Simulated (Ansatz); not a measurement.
Here is the system:

```yaml
crystal:
  lattice:
    - [3.08002, 0.00000, 0.00000]
    - [0.00000, 3.08002, 0.00000]
    - [1.54001, -1.54001, 2.27685]
  atoms:
    - { symbol: B, position: [0.00000, 0.00000, 0.00000] }
    - { symbol: P, position: [0.75000, 0.75000, 0.50000] }
```

No spin polarisation.

The values are results of LDA/PAW in Ansatz (a first-principles code), spin-orbit coupling left out, not measurements. Γ-centred 13×13×13 mesh, Fermi–Dirac width 0.05 eV.

Question: Predict the band gap and in-plane stress.

Answer: The band gap is 0.74 eV and the mean in-plane stress (compression positive) is +13.4 GPa.

The cells carry an imposed strain or load. Whether these cells are dynamically stable was not tested. The cell was made from BP in the zinc blende structure (space group F-43m, No. 216) by this change: biaxial strain −3.00 %, plane normal [001], relaxed out of plane.
